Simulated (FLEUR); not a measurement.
FLEUR run on NbPd₂ (Immm, 3 atoms in the cell): self-consistent single point.

Computed with PBEsol, all-electron FLAPW (FLEUR), scalar-relativistic valence.

The change in words: lattice scaled by 0.98. Reference geometry:
```yaml
crystal:
  lattice:
    - [-1.42839, 1.98728, 4.25254]
    - [1.42839, -1.98728, 4.25254]
    - [1.42839, 1.98728, -4.25254]
  atoms:
    - { symbol: Nb, position: [0.00000, 0.00000, 0.00000] }
    - { symbol: Pd, position: [0.66658, 0.66658, 0.00000] }
    - { symbol: Pd, position: [0.33342, 0.33342, 0.00000] }
```

Reference input (self-consistent single point, DFT, PBEsol, all-electron FLAPW (FLEUR), scalar-relativistic valence): Kmax = 4 1/bohr; GmaxXC = 14 1/bohr; xcFunctional = PBEs; jspins = 1; l_soc = F; mode = gauss; fermiSmearingEnergy = 0.00183747 Htr; mesh (inpgen div1-3) = 9 9 9; inpgen gamma flag = false; Gmax = 14 1/bohr; numbands = 0; maxIterBroyd = 40. This run's input differs from it in these lines:

```diff
@@ -3,5 +3,5 @@
 &input film=f /
--2.6992640094 3.7554130432 8.0361378237
-2.6992640094 -3.7554130432 8.0361378237
-2.6992640094 3.7554130432 -8.0361378237
+-2.6452783135 3.6803039887 7.8754147271
+2.6452783135 -3.6803039887 7.8754147271
+2.6452783135 3.6803039887 -7.8754147271
 1.0
@@ -45,5 +45,5 @@
          <bravaisMatrix>
-            <row-1>   -2.6992640094000002     3.7554130431999999     8.0361378237000007</row-1>
-            <row-2>    2.6992640094000002    -3.7554130431999999     8.0361378237000007</row-2>
-            <row-3>    2.6992640094000002     3.7554130431999999    -8.0361378237000007</row-3>
+            <row-1>   -2.6452783135000000     3.6803039887000000     7.8754147270999999</row-1>
+            <row-2>    2.6452783135000000    -3.6803039887000000     7.8754147270999999</row-2>
+            <row-3>    2.6452783135000000     3.6803039887000000    -7.8754147270999999</row-3>
          </bravaisMatrix>
```

The program printed (abridged):

```
 Iteration:     1   Distance:      15.55193484 me/bohr^3
 Iteration:     2   Distance:      13.81617128 me/bohr^3
 Iteration:     3   Distance:       5.31081607 me/bohr^3
 Iteration:     4   Distance:       3.71270834 me/bohr^3
 Iteration:     5   Distance:       1.85561085 me/bohr^3
   [... 9 lines left out ...]
 Iteration:    15   Distance:       0.00022375 me/bohr^3
 Iteration:    16   Distance:       0.00007127 me/bohr^3
 Iteration:    17   Distance:       0.00003770 me/bohr^3
 Iteration:    18   Distance:       0.00000186 me/bohr^3
 Reset of history
 Run finished successfully
 Stop message:
   Structural relaxation: new displacements generated

[file out, last iteration]
             iter=     19
[...]
          total density-effective poten   -2.2763329444E+04
          total charge density-energy d   -4.0046141246E+02
 Updated energy parameters for spin:           1
[...]
 fermi energy and band-weighting factors:
    1.078332    1.103573    1.147110

[...]
FERMIE:
          first approx. to ef    (T=0)  :   0.480127 htr   (energy of the highest occ. eigenvalue)
          number of occ. states  (T=0)  :       2822
          first approx. to seigv (T=0)  : -14.572155 htr
          sum of weights of occ. states :  22.504801
          sum of semicore charge        :   0.000000 e
          fermi energy=   0.47987 har   work function= -13.05784 ev
   [... lines left out ...]
      0.000 0.000 0.000
     k-point=  100
      0.000 0.000 0.000
     k-point=  101
      0.000 0.000 0.000
     k-point=  102
      0.000 0.000 0.000
     k-point=  103
      0.000 0.000 0.000
     k-point=  104
      0.000 0.000 0.000
     k-point=  105
      0.000 0.000 0.000
     k-point=  106
      0.000 0.000 0.000
     k-point=  107
      0.005 0.005 0.005 0.005 0.005 0.005 0.005 0.005 0.005 0.005 0.005 0.005 0.005 0.005 0.005 0.
```

The run converged in 18 iterations. FLEUR gives forces in its relaxation mode, with a further iteration, so its stop message speaks of a relaxation. Against the reference run the total energy drops by 22.5 meV/atom and the largest force goes from 0.092 to 0.038 eV/Å.

The starting cell comes from a database of computed structures (which also holds hypothetical and non-ambient phases and stackings), without a prior relaxation at this level. Its lattice was rescaled by a random factor within 2.5 % of one. For this run, on top of that: lattice scaled by 0.98. Spin polarisation is off. Values depend on the basis (sphere radii, cutoffs, local orbitals), which need not be converged.

Cost on one core of a shared machine: roughly 8 min.
